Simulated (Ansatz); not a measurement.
Take GaSb in the zinc blende structure (space group F-43m, No. 216; a = 6.1115 Å) as the base.

The values are results of Kohn–Sham DFT with the PBEsol functional, run in Ansatz (a first-principles code) with PAW and 420 eV plane waves, no spin-orbit coupling, not measurements.

Strains are applied to the cell and any free atomic positions relax.

One change was made to it. Results:

The pressure goes from zero to 5.9 GPa; the band gap becomes 0.56 eV (base: zero); the energy goes up by 42 meV/atom.

Which change produced these results?
(A) isotropic strain −1.00 %
(B) isotropic strain −3.00 %
(C) isotropic strain −2.00 %
(D) isotropic strain +3.00 %
(E) isotropic strain +1.00 %

B, isotropic strain −3.00 %. For comparison, the band gap in the other runs: isotropic strain −1.00 % gives 0.22 eV; isotropic strain +3.00 % gives zero; isotropic strain +1.00 % gives zero; isotropic strain −2.00 % gives 0.44 eV.

With Sb present, leaving out spin-orbit coupling can change the band edges. No phonon test of stability was made. All final runs are without spin polarisation. A zero or small gap of GaSb can be the functional's error rather than a property of the material.
